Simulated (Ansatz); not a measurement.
## A computed series for SiO2: pressure series

Start from SiO₂ in the rutile structure (space group P4_2/mnm, No. 136; a = 4.236 Å, c = 2.690 Å).

Cell and atoms are relaxed at each pressure.

Level of theory: DFT with PBE, PAW potentials and a 420 eV plane-wave cutoff in Ansatz (an electronic-structure program), scalar-relativistic without spin-orbit coupling, earlier PAW set.

| pressure (GPa) | band gap (eV) |
|---|---|
| -2 | 4.94 |
| -1 | 5.00 |
| 0 | 5.05 |
| 0.9 | 5.10 |
| 2.1 | 5.17 |
| 4.5 | 5.29 |
| 9 | ? |
| 15 | 5.82 |

Problem. Fit E_g = E₀ + αP + βP² to the rows shown and predict the withheld row.

Solution. Least squares on the printed values gives E₀ = 5.05 eV, α = 54.5 meV/GPa, β = -0.22 meV/GPa² (largest residual 0.00 eV); this predicts 5.52 eV, and the run gives 5.52 eV, in agreement.

Load acts through the strain it causes; cell and atoms are relaxed under it. Whether these cells are dynamically stable was not tested. No other phases were tried under pressure.
